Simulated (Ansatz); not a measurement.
Point defect O on the N site + Al on the Si site (O_N+Al_Si) in beta Si3N4

These are PBE, PAW (plane waves to 420 eV; Ansatz, a quantum-chemistry and plane-wave program) values and carry that method's errors. Set-up: 84-site cell; 2×2×2 shifted k-points; start: the N(2,3-fold) site; Si(2,4-fold) 1.75 Å away; energies good to tenths of an eV; relaxed from one start, so a lower configuration may exist; flagged in the runs: a host whose relaxation on this sampling wasn't shown to rest.

Neighbours after relaxation, in Å: of the Al atom: N 1.81, N 1.81, N 1.82, O 1.93; of the O atom: Si 1.75, Si 1.75, Al 1.93, N 2.75, N 2.75, N 2.79, N 2.79.

| charge | moment (μB) | largest move off a lattice site (Å) |
|---|---|---|
| 0 | not spin-polarised | 0.10 |

Flagged in the runs: a host whose relaxation on this sampling wasn't shown to rest.

All states together cost very roughly 9 core-minutes.
